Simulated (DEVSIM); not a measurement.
System: abrupt GaAs p-n junction, at 300 K.

| layer (left to right) | material | thickness (μm) | Nd (cm⁻³) | Na (cm⁻³) | τn (s) | τp (s) |
|---|---|---|---|---|---|---|
| 1 | GaAs | 4.00 | - | 2.2e15 | 6e-8 | 6e-8 |
| 2 | GaAs | 8.40 | 1.4e14 | - | 6e-8 | 6e-8 |

Left contact: ohmic. Right contact: ohmic. Voltage is applied to the left contact. Recombination: SRH at mid-gap, radiative. Mobility is μmin + (μ − μmin)/(1 + (N/Nref)^α).

This is a model device: material constants are rounded textbook-type values typed into the input, and sizes, dopings and lifetimes were drawn at random. Values at 300 K.

| parameter | GaAs |
|---|---|
| gap (eV) | 1.424 |
| affinity (eV) | 4.07 |
| permittivity | 12.9 |
| Nc (cm⁻³) | 4.7e17 |
| Nv (cm⁻³) | 9e18 |
| μn (cm²/Vs) | 8500 |
| μp (cm²/Vs) | 400 |
| μn,min | 500 |
| μp,min | 20 |
| Nref,n | 6e16 |
| Nref,p | 1.5e17 |
| αn | 0.39 |
| αp | 0.38 |
| B (cm³/s) | 2e-10 |

DEVSIM, 1D drift-diffusion, Boltzmann statistics, complete ionisation; no tunnelling, impact ionisation, image-force lowering or self-heating.

**Question.** Tabulate band edges, carrier densities and field at zero bias.

**Answer.** Energies count from the Fermi level of the right contact; mesh points crowd at the junctions.

```tsv
x (μm)	Ec (eV)	Ev (eV)	n (cm⁻³)	p (cm⁻³)	field (V/cm)
0.000	1.209	-0.215	< 1e2	2.2e15	≈ 0
0.03238	1.209	-0.215	< 1e2	2.2e15	≈ 0
0.1027	1.209	-0.215	< 1e2	2.2e15	≈ 0
0.2718	1.209	-0.215	< 1e2	2.2e15	≈ 0
0.8913	1.209	-0.215	< 1e2	2.2e15	≈ 0
2.000	1.209	-0.215	< 1e2	2.2e15	≈ 0
3.156	1.209	-0.215	< 1e2	2.2e15	≈ 0
3.744	1.201	-0.223	< 1e2	1.6e15	-840
3.899	1.172	-0.252	< 1e2	5.3e14	-3200
3.971	1.143	-0.281	< 1e2	1.7e14	-5100
4.001	1.126	-0.298	< 1e2	8.8e13	-6000
4.051	1.096	-0.328	< 1e2	2.8e13	-5800
4.152	1.038	-0.386	< 1e2	3.0e12	-5600
4.389	0.911	-0.513	240	2.1e10	-5100
5.213	0.553	-0.871	2.4e8	21000	-3500
6.877	0.231	-1.193	6.1e13	< 1e2	-520
9.721	0.210	-1.214	1.4e14	< 1e2	≈ 0
11.22	0.210	-1.214	1.4e14	< 1e2	≈ 0
12.04	0.210	-1.214	1.4e14	< 1e2	≈ 0
12.26	0.210	-1.214	1.4e14	< 1e2	≈ 0
12.35	0.210	-1.214	1.4e14	< 1e2	≈ 0
12.40	0.210	-1.214	1.4e14	< 1e2	≈ 0
```
